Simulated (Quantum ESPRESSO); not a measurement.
A working Quantum ESPRESSO input for Sn₃Pt₂ (P6_3/mmc, 10 atoms in the cell) (DFT, LDA (PZ), plane waves, GBRV 1.5 ultrasoft (LDA) pseudopotentials):

```fortran
&control
 calculation = 'scf'
 prefix = 'run'
 outdir = './tmp/'
 pseudo_dir = './'
 tprnfor = .true.
 tstress = .true.
/
&system
 ibrav = 4
 A = 4.3339999423
 C = 12.9600000000
 nat = 10
 ntyp = 2
 ecutwfc = 40
 ecutrho = 320
 occupations = 'smearing'
 smearing = 'gauss'
 degauss = 0.0073499
/
&electrons
 conv_thr = 1.0d-9
 mixing_beta = 0.3
/
ATOMIC_SPECIES
Sn   118.7100  sn_lda_v1.4.uspp.F.UPF
Pt   195.0840  pt_lda_v1.4.uspp.F.UPF
ATOMIC_POSITIONS crystal
Sn    0.0000000000    0.0000000000    0.2500000000
Sn    0.0000000000    0.0000000000    0.7500000000
Pt    0.3333333333    0.6666666667    0.1430000000
Pt    0.6666666667    0.3333333333    0.6430000000
Pt    0.3333333333    0.6666666667    0.3570000000
Pt    0.6666666667    0.3333333333    0.8570000000
Sn    0.3333333333    0.6666666667    0.9300000000
Sn    0.6666666667    0.3333333333    0.4300000000
Sn    0.3333333333    0.6666666667    0.5700000000
Sn    0.6666666667    0.3333333333    0.0700000000
K_POINTS automatic
4 4 1  0 0 0
```

The run converged in 13 iterations: free energy E − TS -24448.5799 eV; Fermi level (on the code's own zero) 14.97 eV; pressure -1.61 GPa; largest force (vector length) 0.411 eV/Å. Each of these slips is then made, one at a time:

(1)
```diff
-Pt   195.0840  pt_lda_v1.4.uspp.F.UPF
+Pt   195.0840  pt-lda-v1.4.uspp.F.UPFx
```

(2)
```diff
- nat = 10
+ nat = 11
```

**Question.** Predict the outcome of each change.

**Answer.** 
(1) A potential or basis that cannot be found. The program stopped before any SCF iteration.
```
Error in routine readpp (1):
file ./pt-lda-v1.4.uspp.F.UPFx not found
```

(2) An atom count that does not match the list of atoms. The program stopped before any SCF iteration.
```
Error in routine read_cards (11):
wrong number of columns in ATOMIC_POSITIONS
```

The starting cell comes from a database of published, mostly measured structures (it also holds non-ambient and calculated ones), without a prior relaxation at this level. Spin polarisation is off. Without a gap this mesh is coarse (it stands for a supercell whose shortest vector is 13 Å).

Left out of this page: 5 runs of the series outside the window shown, repeating another row's setting, or not comparable.
